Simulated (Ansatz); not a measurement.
Input and output of a relaxation of the atoms for Mg2ZnP2 (P1, 5 atoms in the cell) (Ansatz, an electronic-structure program).

Level of theory: LDA (PW92), default PAW files made with PBE (plane waves; Ansatz).

The change in words: atoms moved at random; relax: default → atoms; relax.f_tol: default → 0.03 eV/Å. Reference geometry:
```yaml
crystal:
  lattice:
    - [4.01407, 0.00000, 0.00000]
    - [-2.00704, 3.47629, 0.00000]
    - [0.00000, 0.00000, 6.54388]
  atoms:
    - { symbol: Mg, position: [0.66805, 0.32695, 0.63061] }
    - { symbol: Mg, position: [0.32918, 0.65490, 0.99824] }
    - { symbol: Zn, position: [0.99310, 0.00356, 0.36309] }
    - { symbol: P, position: [0.00581, 0.00526, 0.76511] }
    - { symbol: P, position: [0.67053, 0.34266, 0.24294] }
```

Reference input (self-consistent single point, DFT, LDA (PW92), plane waves, default PAW files made with PBE): basis.ecutwfc = 420 eV; kpoints.mp_grid.grid = 7 7 4; kpoints.mp_grid.shift = 0.5 0.5 0.5; hamiltonian.xc = lda; hamiltonian.pseudopotentials = {kind: paw} (the program's default PAW files); scf.occupations.method = fixed. This run's input differs from it in these lines:

Ansatz 0.2 input:
```diff
@@ -6,7 +6,7 @@
   atoms:
-    - { symbol: Mg, position: [0.668051, 0.326948, 0.630614] }
-    - { symbol: Mg, position: [0.329184, 0.654901, 0.998241] }
-    - { symbol: Zn, position: [-0.006900, 0.003559, 0.363094] }
-    - { symbol: P, position: [0.005808, 0.005261, 0.765111] }
-    - { symbol: P, position: [0.670525, 0.342664, 0.242940] }
+    - { symbol: Mg, position: [0.664457, 0.320147, 0.632143] }
+    - { symbol: Mg, position: [0.331600, 0.664516, 0.994519] }
+    - { symbol: Zn, position: [-0.003110, 0.004667, 0.365348] }
+    - { symbol: P, position: [0.006135, 0.009346, 0.762270] }
+    - { symbol: P, position: [0.667587, 0.334657, 0.245720] }
 basis:
@@ -20,2 +20,4 @@
   occupations: { method: fixed }
+relax:
+  f_tol: 0.03
 output:
```

Output (repeated stretches shortened):

```
   [... SCF lines of the steps left out ...]
relax step   1: F+E_penalty+E_count = -8504.00015938 eV  Δ(F+E_penalty+E_count) = +0.000e0 eV  max|allowed force component| = 4.584e-1 eV/Å  Δτ_max = 0.0000 Å  (6 SCF iters, dr2 threshold 2.25e-5 eV, accepted)
relax step   2: F+E_penalty+E_count = -8504.02189447 eV  Δ(F+E_penalty+E_count) = -2.174e-2 eV  max|allowed force component| = 2.013e-1 eV/Å  Δτ_max = 0.0332 Å  (5 SCF iters, dr2 threshold 1.31e-5 eV, accepted)
relax step   3: F+E_penalty+E_count = -8504.02673992 eV  Δ(F+E_penalty+E_count) = -4.845e-3 eV  max|allowed force component| = 4.720e-2 eV/Å  Δτ_max = 0.0302 Å  (5 SCF iters, dr2 threshold 2.53e-6 eV, accepted)
relax step   4: F+E_penalty+E_count = -8504.02714558 eV  Δ(F+E_penalty+E_count) = -4.057e-4 eV  max|allowed force component| = 3.298e-3 eV/Å  Δτ_max = 0.0099 Å  (6 SCF iters, accepted)
Free energy (F): -8504.027146 eV
Internal energy: -8504.027146 eV  (E = F + TS)
E sigma→0 (E₀):  -8504.027146 eV
Fermi energy:    6.991089 eV
--- Forces (eV/Å), atoms counted from 1 ---
  atom   1  Mg    -0.00066490     0.00077768     0.00330110
  atom   2  Mg     0.00070969    -0.00011196    -0.00070582
  atom   3  Zn     0.00027221    -0.00031302     0.00066123
  atom   4  P      0.00064221    -0.00086485    -0.00182190
  atom   5  P     -0.00095875     0.00050954    -0.00141668
--- Stress (GPa, compression-positive) ---
       -3.179879       0.036185      -0.000774
        0.036185      -3.139490       0.000678
       -0.000774       0.000678      -2.645429
  P = ⅓ Tr σ = -2.9883 GPa (-29.883 kbar)
  The stress holds the Pulay correction. Without it, at fixed plane waves, as pw.x and ABINIT print it: P = -3.0212 GPa
   [... lines left out ...]
    - { symbol: Mg, position: [0.33324534822261853, 0.6666898292490295, 0.9929705832129907] }
    - { symbol: Zn, position: [-1.4879482246745247e-6, 3.225530338349163e-5, 0.36170116254958457] }
    - { symbol: P, position: [3.660095422551768e-5, -2.055435129224346e-5, 0.7679307412685643] }
    - { symbol: P, position: [0.6667111229721896, 0.333320659439128, 0.24410357696325172] }
```

The run converged. 

Summary of the result:
| Item | Result |
|---|---|
| Free energy E − TS (on the zero of these files) | -8504.0271 eV |
| Top of the valence band (on the code's own zero) | 6.99 eV |
| Gap on the k-point mesh | 1.07 eV |
| Pressure | -2.99 GPa |
| Largest force (vector length) | 0.003 eV/Å |
| Relaxation steps | 4 |

The starting cell comes from a database of computed structures (which also holds hypothetical and non-ambient phases and stackings), without a prior relaxation at this level. Its atoms were displaced at random from the sites of space group no. 156. For this run, on top of that: atoms moved at random. Ansatz's pressure includes its estimate of the finite-basis (Pulay) stress. The shifted mesh does not hold Γ, so a gap read on it misses any band edge there.

Cost on one core of a shared machine: roughly 80 s.
